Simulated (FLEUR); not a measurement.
FLEUR run on ScCoC2 (P4/nmm, 8 atoms in the cell): self-consistent single point.

Computed with PBEsol, all-electron FLAPW (FLEUR), scalar-relativistic valence in FLEUR.

The change in words: lattice scaled by 0.98. Reference geometry:
```
CELL_PARAMETERS angstrom
      3.34281     0.00000     0.00000
      0.00000     3.34281     0.00000
      0.00000     0.00000     7.18148
ATOMIC_POSITIONS crystal
  Sc 0.50000 0.00000 0.65433
  Sc 0.00000 0.50000 0.34567
  Co 0.50000 0.50000 0.00000
  Co 0.00000 0.00000 0.00000
  C  0.00000 0.50000 0.85013
  C  0.50000 0.00000 0.14987
  C  0.50000 0.00000 0.34670
  C  0.00000 0.50000 0.65330
```

Reference input (self-consistent single point, DFT, PBEsol, all-electron FLAPW (FLEUR), scalar-relativistic valence): Kmax = 4.7 1/bohr; GmaxXC = 18.8 1/bohr; xcFunctional = PBEs; jspins = 1; l_soc = F; mode = gauss; fermiSmearingEnergy = 0.00499791 Htr; mesh (inpgen div1-3) = 8 8 4; inpgen gamma flag = true; Gmax = 18.8 1/bohr; numbands = 0; maxIterBroyd = 15. This run's input differs from it in these lines:

```diff
@@ -3,5 +3,5 @@
 &input film=f /
-6.3169953867 0.0000000000 0.0000000000
-0.0000000000 6.3169953867 0.0000000000
-0.0000000000 0.0000000000 13.5710303695
+6.1906558569 0.0000000000 0.0000000000
+0.0000000000 6.1906558569 0.0000000000
+0.0000000000 0.0000000000 13.2996090062
 1.0
@@ -50,5 +50,5 @@
          <bravaisMatrix>
-            <row-1>    6.3169953867000004     0.0000000000000000     0.0000000000000000</row-1>
-            <row-2>    0.0000000000000000     6.3169953867000004     0.0000000000000000</row-2>
-            <row-3>    0.0000000000000000     0.0000000000000000    13.5710303695000007</row-3>
+            <row-1>    6.1906558569000003     0.0000000000000000     0.0000000000000000</row-1>
+            <row-2>    0.0000000000000000     6.1906558569000003     0.0000000000000000</row-2>
+            <row-3>    0.0000000000000000     0.0000000000000000    13.2996090062000007</row-3>
          </bravaisMatrix>
```

The program printed (abridged):

```
 Iteration:     1   Distance:      24.18300533 me/bohr^3
 Iteration:     2   Distance:      19.59062321 me/bohr^3
 Iteration:     3   Distance:      14.35425262 me/bohr^3
 Iteration:     4   Distance:       9.12672690 me/bohr^3
 Iteration:     5   Distance:       8.08661300 me/bohr^3
   [... 14 lines left out ...]
 Iteration:    20   Distance:       0.00008331 me/bohr^3
 Iteration:    21   Distance:       0.00003112 me/bohr^3
 Iteration:    22   Distance:       0.00002588 me/bohr^3
 Iteration:    23   Distance:       0.00000409 me/bohr^3
 Reset of history
 Run finished successfully
 Stop message:
   Structural relaxation: new displacements generated

[file out, last iteration]
             iter=     24
[...]
          total density-effective poten   -7.0626563746E+03
          total charge density-energy d   -2.1454728847E+02
 Updated energy parameters for spin:           1
[...]
 fermi energy and band-weighting factors:

[...]
FERMIE:
          first approx. to ef    (T=0)  :   0.496305 htr   (energy of the highest occ. eigenvalue)
          number of occ. states  (T=0)  :       1532
          first approx. to seigv (T=0)  : -18.150842 htr
          sum of weights of occ. states :  34.003906
          sum of semicore charge        :   0.000000 e
          fermi energy=   0.50082 har   work function= -13.62808 ev
          number of valence electrons=  68.00000
   [... lines left out ...]
          total moment                 =     0.00000
 Direct bandgap for spin            1 :    1.3111015217069366E-002  Htr
 ---->    free energy=                     -4463.0769533472 htr
   [... lines left out ...]
 TOTAL FORCE FOR ATOM TYPE=  2  X=  1.548   Y=  1.548   Z=  0.000
                       FX_TOT= 0.000000 FY_TOT= 0.000000 FZ_TOT= 0.000000
 TOTAL FORCE FOR ATOM TYPE=  3  X= -1.548   Y=  1.548   Z= -1.993
                       FX_TOT= 0.000000 FY_TOT= 0.000000 FZ_TOT= 0.012249
 TOTAL FORCE FOR ATOM TYPE=  4  X=  1.548   Y= -1.548   Z=  4.611
                       FX_TOT= 0.000000 FY_TOT= 0.000000 FZ_TOT= 0.019436
```

The run converged in 23 iterations. FLEUR gives forces in its relaxation mode, with a further iteration, so its stop message speaks of a relaxation. Against the reference run the total energy rises by 13.3 meV/atom and the largest force goes from 0.248 to 0.999 eV/Å.

The starting cell comes from a database of computed structures (which also holds hypothetical and non-ambient phases and stackings), without a prior relaxation at this level. For this run, on top of that: lattice scaled by 0.98. Spin polarisation is off. Values depend on the basis (sphere radii, cutoffs, local orbitals), which need not be converged. The log's line on a gap gives a spacing of levels on this mesh, which the program prints for metals too.

Cost on one core of a shared machine: roughly 8 min.
